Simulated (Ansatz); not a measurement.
Spinel Cr₂CoO₄, treated with HSE06 in Ansatz (plane waves, PAW).

Numerical settings: plane-wave cutoff 500 eV, 4×4×4 k mesh, gaussian smearing 0.02 eV, spin-polarised start, scalar-relativistic PAW data made under PBE.

Cell (relaxed with r²SCAN):

Space group Fd-3m, origin choice 1 (No. 227); a = 8.315 Å, b = 8.315 Å, c = 8.315 Å, α = 90.00°, β = 90.00°, γ = 90.00°

```
atom  site  symmetry       x       y       z
----  ----  --------  ------  ------  ------
Cr     16c      .-3m  0.1250  0.1250  0.1250
Co      8b      -43m  0.5000  0.5000  0.5000
O      32e       .3m  0.3636  0.3636  0.3636
```
(The calculation used a cell of 14 atoms; values per cell refer to that cell.)

Problem. What does this level give for the band gap?

Solution. 
- band gap: 4.12 eV (on the SCF k mesh)

Note: the magnetic order was assumed, not searched for or taken from measurement; a magnet's gap depends somewhat on the PAW data; cell and atoms aren't relaxed at this level (largest force component 0.17 eV/Å, pressure 2.1 GPa).

The result took around 13 core-minutes (rough).

Ansatz is an electronic-structure program.
